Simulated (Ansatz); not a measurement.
Input:

```
CELL_PARAMETERS angstrom
      0.00000     2.39411     2.44488
      2.39411     0.00000     2.44488
      2.39411     2.39411     0.00000
ATOMIC_POSITIONS crystal
  Y  0.00000 0.00000 0.00000
  N  0.50000 0.50000 0.50000
```

These are r2SCAN, rigid bands (plane waves, PAW, scalar-relativistic; Ansatz, a quantum-chemistry and plane-wave program) values and carry that method's errors. Condition of this run: biaxial stress in (001) of 6 GPa (compression positive) (the target of the relaxation). Geometry: cell and atoms relaxed with PBEsol, then loaded as said.

Task: Predict the electron conductivity mass (n e² τ/σ) at 300 K, by direction if it differs.

Result: 0.25 (x), 0.25 (y), 0.154 (z) mₑ.

Task: What conductivity effective mass do dilute holes have at 300 K?

Result: 0.36 (x), 0.36 (y), 1.23 (z) mₑ.

Task: And the band gap?

Result: 0.45 eV at this level; semilocal functionals usually fall short of the measured gap.

Rigid bands, one relaxation time for all states, no polarons. Spin-orbit coupling is left out; where it splits the top of the valence band it changes the hole mass and lowers the gap by about a third of the splitting. Geometry: cell and atoms relaxed with PBEsol.
